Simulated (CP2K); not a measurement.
How a calculation on InAs (F-43m, 2 atoms in the cell) responds to its settings

```
InAs
1.0
    4.31839     0.00000     0.00000
    2.15919     3.73983     0.00000
    2.15919     1.24661     3.52595
In As
1 1
Direct
  0.75000   0.75000   0.75000
  0.00000   0.00000   0.00000
```

Base run A: PBE, GPW, DZVP-MOLOPT-SR-GTH basis, GTH-PBE potentials (GTH_POTENTIALS) (CP2K), self-consistent single point.

Its settings: CUTOFF = 500 Ry; REL_CUTOFF = 50 Ry; SMEAR/METHOD = METHFESSEL_PAXTON; SIGMA = 0.05 eV; KPOINTS/SCHEME = MACDONALD 6 6 6 0.08333333333 0.08333333333 0.08333333333; XC_FUNCTIONAL = PBE; In/BASIS_SET = DZVP-MOLOPT-SR-GTH; In/POTENTIAL = GTH-PBE-q13; As/BASIS_SET = DZVP-MOLOPT-SR-GTH; As/POTENTIAL = GTH-PBE-q5; METHOD = GPW; EPS_DEFAULT = 1e-10; NGRIDS = 5; SCF_GUESS = ATOMIC; EPS_SCF = 1e-07; MAX_SCF = 100; ADDED_MOS = 4; MIXING/METHOD = BROYDEN_MIXING; MIXING/ALPHA = 0.3; MIXING/NBUFFER = 12.

The starting cell comes from a database of computed structures (which also holds hypothetical and non-ambient phases and stackings), without a prior relaxation at this level. Values carry the incompleteness of an atom-centred basis. The run gives no clean gap (levels at the Fermi energy touch, overlap or are partly filled at this smearing), which alone does not show that the compound is a metal.

ΔF is the free energy per atom less that of run A. 

Runs:
- B: lattice scaled by 0.97
- C: lattice scaled by 0.97; CUTOFF: 500 Ry → 300 Ry
- D: lattice scaled by 0.985
- E: lattice scaled by 0.985; CUTOFF: 500 Ry → 300 Ry
- F: lattice scaled by 1.015
- G: lattice scaled by 1.015; CUTOFF: 500 Ry → 300 Ry
- H: lattice scaled by 1.03
- I: lattice scaled by 1.03; CUTOFF: 500 Ry → 300 Ry
- J: CUTOFF: 500 Ry → 300 Ry

| run | ΔF (meV/atom) | pressure (GPa) |
|---|---|---|
| A | 0.00 | 2.81 |
| B | 92.4 | 9.54 |
| C | 92.4 | 9.54 |
| D | 33.8 | 5.89 |
| E | 33.7 | 5.89 |
| F | -12.3 | 0.33 |
| G | -12.4 | 0.34 |
| H | -6.5 | -1.64 |
| I | -6.6 | -1.63 |
| J | -0.05 | 2.81 |

Run H against A: The free energy falls by 6.5 meV/atom and the pressure goes from 2.81 to -1.64 GPa.

Run E against A: The free energy rises by 33.7 meV/atom and the pressure goes from 2.81 to 5.89 GPa.

Run D against A: The free energy rises by 33.8 meV/atom and the pressure goes from 2.81 to 5.89 GPa.
